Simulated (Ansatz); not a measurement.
A 16-atom cell of (Ru,Re) started in the hexagonal close-packed structure, site fractions Ru 0.875, Re 0.125, short-range order -0.05 among the nearest mixed sites of the first mixed sublattice (0 is random, a negative value favours unlike neighbours), space group Cm at the end. The mixed sublattice has 16 sites.

The mixing enthalpy is taken against the end members in the hexagonal close-packed type, relaxed in the same cell and mesh.

Method: PBE (plane waves to 420 eV, PAW; Ansatz, an electronic-structure program). Spin–orbit coupling is left out; the runs are not spin-polarised. Its k-point mesh 6×6×6, Fermi–Dirac width 0.05 eV.

| cell | energy at zero smearing (eV) |
|---|---|
| Ru | -94059.011 |
| Re | -173889.253 |
| ReRu7 | -104038.294 |

### Question
Work out the mixing enthalpy per mixed site and the interaction parameter Ω of a regular solution.

### Answer
With x = 2/16 of the second end member, ΔH = [-104038.294 − 14/16 × (-94059.011) − 2/16 × (-173889.253)] / 16 = -31.4 meV against the separate end members. Ω = ΔH / x(1 − x) = -287 meV.
